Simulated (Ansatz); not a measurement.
# TiO2: stress against strain

TiO2 (rutile, P4_2/mnm, 10.651 Å³/atom at rest, c along z) under a strain ε along c (axis z), the other axes held. PBE in Ansatz, a plane-wave DFT program (PAW, default set), 420 eV, 7×7×11 Γ-centred mesh, Fermi-Dirac smearing 0.05 eV; ions are relaxed within the symmetry of each cell. Stress is positive for a compressed cell.

Here s stands for strain and y for stress zz.

| strain (%) | stress zz (GPa) |
|---|---|
| -3.00 | ? |
| -1.20 | 5.90 |
| -0.60 | 2.90 |
| 0.00 | 0.00 |
| 0.60 | -2.78 |
| 1.20 | -5.46 |

The 5 complete rows are fitted with a straight line, y against s. Means: s 0, y 0.112. About the means, the sum of products is -17.040 and the sum of squares of s is 3.6000; the slope is their ratio. Least squares gives y = 0.112 - 4.7333·s. Residuals (row less fit): 0.108, -0.052, -0.112, -0.052, 0.108; standard error 0.117 (degrees of freedom: 3). The slope gives the elastic constant C33 = 473 ± 6 GPa.

Task: What does the fit predict for y at s = -3.00, and how far is the calculated value from it?

Result: y = 0.112 - 4.7333 × (-3.0) = 14.312 GPa. The calculation gives 15.57 GPa, 1.258 GPa above the prediction (6.0 % of the range of y in the table). The row lies outside the fitted rows, so this is an extrapolation. From the scatter of the fitted rows alone, a prediction at this place has a standard error of 0.226 GPa, so the miss is 5.6 times that.

One order more, fitted to all 11 runs of the series, follows each within 0.01, so the miss is the next term of a smooth law. The primitive cell can neither tilt nor turn polar against its symmetry, as such crystals can under strain. Rows are the converged runs of the series near zero and its far end; series whose fitted rows scatter by over a few per cent of the range, as at a crossing or softening among them, aren't shown in this form. Most that stay on the fit to the last digits aren't either.
